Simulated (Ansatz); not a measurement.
The parent structure is SiO2 in the rutile structure (space group P4_2/mnm, No. 136).

```xyz
6
Lattice="4.2362 0.0000 0.0000 0.0000 4.2362 0.0000 0.0000 0.0000 2.6905" Properties=species:S:1:pos:R:3 pbc="T T T"
Si     2.1181     2.1181     1.3452
Si     0.0000     0.0000     0.0000
O      3.4185     3.4185     1.3452
O      1.3004     2.9357     0.0000
O      2.9357     1.3004     0.0000
O      0.8176     0.8176     1.3452
```

Cartesian axes are those of the cell as printed.

Computed with Kohn–Sham DFT with the PBE functional, run in Ansatz (a first-principles code) with PAW and 420 eV plane waves, scalar-relativistic without spin-orbit coupling.

For the base:

| Item | Value |
|---|---|
| Electron mass | 0.36 mₑ along c, 0.45 mₑ across (at Γ) |
| Valence-band top at Γ | 0.00, -0.85, -0.85 eV |

One thing is altered: compressive biaxial strain of 0.83 % in the plane normal to [001], as in epitaxy on a mismatched substrate; the out-of-plane cell vector and the atoms relax.

Problem. What does the calculation give for the out-of-plane strain after the change?

Solution. The out-of-plane strain comes out as +0.44 %.

Problem. Predict the new electron mass.

Solution. The electron mass becomes 0.36 mₑ out of plane, 0.46 mₑ in plane (at Γ) (base: 0.36 mₑ along c, 0.45 mₑ across (at Γ)).

Problem. Estimate the effect on the valence-band top at Γ.

Solution. The valence-band top at Γ (three highest levels, from the VBM) becomes 0.00, -0.86, -0.86 eV (base: 0.00, -0.85, -0.85 eV).

The levels and masses belong to the bands next to the band gap. Masses are band curvatures over ±0.01 Å⁻¹ around the edge. Whether these cells are dynamically stable was not tested.
